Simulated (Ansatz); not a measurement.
Take Ga2O3 in the corundum structure (space group R-3c, No. 167; a = 5.058 Å, c = 13.623 Å (hexagonal axes)) as the base.

Structures relaxed with PBE, PAW, 420 eV (Ansatz, a program for electronic structure; scalar-relativistic without spin-orbit coupling).

Base:

Simulated powder pattern, Mo Kα, λ = 0.71073 Å (kinematic, ideal powder, no thermal factors, no anomalous dispersion; the 14 strongest lines at most, above 2 %, up to 2θ = 40°):

```tsv
2θ (°)	I/Imax (%)	hkl
11.07	24	(012)
15.19	100	(104)
16.16	83	(110)
18.51	12	(113)
22.25	44	(024)
24.28	49	(116)
25.88	12	(018)
27.62	43	(214)
28.17	37	(300)
31.71	15	(1 0 10)
32.65	12	(220)
36.19	14	(134)
37.53	11	(226)
39.49	12	(2 1 10)
```

After one change:

Simulated powder pattern, Mo Kα, λ = 0.71073 Å (kinematic, ideal powder, no thermal factors, no anomalous dispersion; the 14 strongest lines at most, above 2 %, up to 2θ = 40°):

```tsv
2θ (°)	I/Imax (%)
11.50	22
15.87	100
16.71	84
19.22	12
23.13	44
25.35	44
27.15	12
28.67	42
29.16	36
33.31	13
33.79	11
36.36	7.5
37.54	14
39.02	9.3
```

### Question
Name the change that was made.
(A) pressure 30 GPa
(B) pressure 9 GPa
(C) pressure −2 GPa
(D) pressure 4.5 GPa

### Answer
A, pressure 30 GPa. Its volume per atom is 8.95 Å³ against 10.06 Å³, and its space group is R-3c (No. 167).

Load acts through the strain it causes; cell and atoms are relaxed under it. No phonon test of stability was made. Competing high-pressure phases were not computed.
